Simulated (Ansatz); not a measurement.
End structure of a constructed model of the (0001) surface of hcp Ti, a layer of Zn in place of the second plane (bottom of the slab: a bare face, its two planes held):

```yaml
crystal:
  lattice:
    - [2.93864, 0.00000, 0.00000]
    - [-1.46932, 2.54493, 0.00000]
    - [0.00000, 0.00000, 27.50000]
  atoms:
    - { symbol: Ti, position: [0.66667, 0.33333, 0.29686] }
    - { symbol: Ti, position: [0.33333, 0.66667, 0.38143] }
    - { symbol: Ti, position: [0.66667, 0.33333, 0.46846] }
    - { symbol: Ti, position: [0.33333, 0.66667, 0.55052] }
    - { symbol: Zn, position: [0.66667, 0.33333, 0.63447] }
    - { symbol: Ti, position: [0.33333, 0.66667, 0.71827] }
```

Set-up: 6 atoms, 11.2 Å thick at the start; mesh 15x15x1; 0.1 eV smearing; dipole correction on; 2 atoms held, the rest relaxed; symmetry of the start imposed; no spin, no spin-orbit, no U. It is one candidate, not shown to be the stable structure of the face.

**Question.** Estimate the work function of the top face that PBE (Ansatz, a first-principles code) returns for this input.

**Answer.** 4.30 eV
